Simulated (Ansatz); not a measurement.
Functionals compared on a constructed model of the (000-1) surface of 4H silicon carbide, C-terminated, (√3x√3)R30° In adatom at H3 (bottom of the slab: 3 H on 3 bottom sites), in Ansatz (plane waves, PAW). The structure was relaxed with PBE; the other rows are single points on it. Cutoff 420 eV (500 eV for r2SCAN). HSE06 used the coarser mesh 4x4x1.

Set-up: 28 atoms, 11.1 Å thick at the start with caps and adatoms (thin: gaps and levels are the slab's own); mesh 6x6x1; 0.025 eV smearing; dipole correction on; 6 atoms held, the rest relaxed; symmetry of the start imposed; no spin, no spin-orbit, no U. In PBE it is, or lies within 0.01 eV a 1x1 cell of, the lowest of the 2 structures of its composition computed so far; subsurface sites and larger cells were not tried. These notes are the PBE run's.

```
functional  gap of the slab on its k-mesh (eV)  highest filled level below the top vacuum level (eV)           rough cost of the single point
----------  ----------------------------------  ----------------------------------------------------  ---------------------------------------
PBE                                       0.62                                                  4.10                                        –
r2SCAN                                       …                                                     …  about 110 core-seconds (a rough figure)
```

### Question
Fill in the missing entries.

### Answer

- r2SCAN, gap of the slab on its k-mesh (eV): 0.72
- r2SCAN, highest filled level below the top vacuum level (eV): 4.27

Ansatz is a first-principles code.
